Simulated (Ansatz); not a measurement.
The parent structure is Ir in the fcc (Cu type) structure (space group Fm-3m, No. 225; a = 3.845 Å; relaxed with 0.1 eV smearing).

Computed with r2SCAN (Ansatz, a quantum-chemistry and plane-wave program, PAW, no spin-orbit coupling).

Before the change:

```
Property   Result
--------  -------
Pressure  0.0 GPa
```

The change: an isotropic linear strain of −1.50 %; the atoms relax in the strained cell.

Problem. Predict the new pressure.

Solution. The pressure goes from zero to 19.1 GPa.

Problem. What does the calculation give for the energy relative to the base after the change?

Solution. The energy grows by 36 meV/atom.

No phonon test of stability was made. All final runs are without spin polarisation.
